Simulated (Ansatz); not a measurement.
The starting structures come from a database of crystals and need not be the phases stable at ambient conditions.

 Where the default PAW files enter, the runs use the earlier of Ansatz's two default sets.

Here is the system:

```
O2Si
1.0
    5.06338     0.00000     0.00000
    0.21527     5.05881     0.00000
    2.42406    -2.52940     3.50342
Si O
2 4
Direct
  0.00000   0.00000   0.00000
  0.25000   0.25000   0.50000
  0.62500   0.12500   0.34679
  0.22179   0.02821   0.15321
  0.12500   0.62500   0.65321
  0.02821   0.22179   0.84679
```

Space group of this cell: I-42d. The cell is taken as given.

The numbers are results of r2SCAN (plane waves, PAW; Ansatz, an electronic-structure program), not measurements.

The current runs along the normal of the first two printed vectors; no spin-orbit coupling. Scaled by the factor s: both lengths across the current (ions clamped). Meshes 8×8×8 and 6×6 across the current in all rows.

```tsv
s	mean pressure (GPa)	band gap (eV)
0.98	7.5	6.73
1.00	0.1	6.55
1.02	-6.1	?
```

Problem. Take the slope of the band gap against ln s from the two given rows, extrapolate to s = 1.02, and say what the run there gives.

Solution. Slope = (6.73 − 6.55) / ln 0.98 = -8.91 eV. The line gives 6.55 + (-8.91) × ln 1.02 = 6.37 eV. The run gives 6.31 eV, 0.06 eV under the line, 36 % of the predicted step.
